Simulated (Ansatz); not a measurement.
Consider HfO2 (space group P2_1/c, No. 14).

```yaml
crystal:
  lattice:
    - [5.11406, 0.00000, 0.00000]
    - [0.00000, 5.18158, 0.00000]
    - [-0.87114, 0.00000, 5.22313]
  atoms:
    - { symbol: Hf, position: [0.27621, 0.04185, 0.20822] }
    - { symbol: Hf, position: [0.72379, 0.54185, 0.29178] }
    - { symbol: Hf, position: [0.72379, 0.95815, 0.79178] }
    - { symbol: Hf, position: [0.27621, 0.45815, 0.70822] }
    - { symbol: O, position: [0.07006, 0.33377, 0.34402] }
    - { symbol: O, position: [0.92994, 0.83377, 0.15598] }
    - { symbol: O, position: [0.92994, 0.66623, 0.65598] }
    - { symbol: O, position: [0.07006, 0.16623, 0.84402] }
    - { symbol: O, position: [0.44796, 0.75767, 0.47851] }
    - { symbol: O, position: [0.55204, 0.25767, 0.02149] }
    - { symbol: O, position: [0.55204, 0.24233, 0.52149] }
    - { symbol: O, position: [0.44796, 0.74233, 0.97851] }
```

Cartesian axes are those of the cell as printed.

Now apply this change: the cell is compressed by 1.30 % along x with no lateral relaxation; the atoms relax in the strained cell.

Calculations: plane-wave PAW DFT at the r2SCAN level (Ansatz, a first-principles code, 500 eV), no spin-orbit coupling.

Base, band edges from the VBM (valence, conduction): Γ 0.00, 5.04; Y₂ -0.09, 4.59; C₂ -0.62, 5.27; Z -0.47, 5.56; E -0.74, 5.09; A -0.51, 4.90; B -0.50, 5.27; D -0.66, 5.48 eV.

Problem. Give the band edges at the high-symmetry points of the new zone, measured from its valence-band maximum.

Solution. 
```csv
point,valence edge (eV),conduction edge (eV)
Γ,0.00,5.04
Z,-0.41,5.67
D,-0.57,5.55
B,-0.44,5.34
A,-0.44,4.98
E,-0.70,5.19
C₂,-0.63,5.35
Y₂,-0.10,4.61
```

The gap is 4.61 eV, indirect, Γ → Y₂.

With Hf present, leaving out spin-orbit coupling can change the band edges. No phonon test of stability was made.
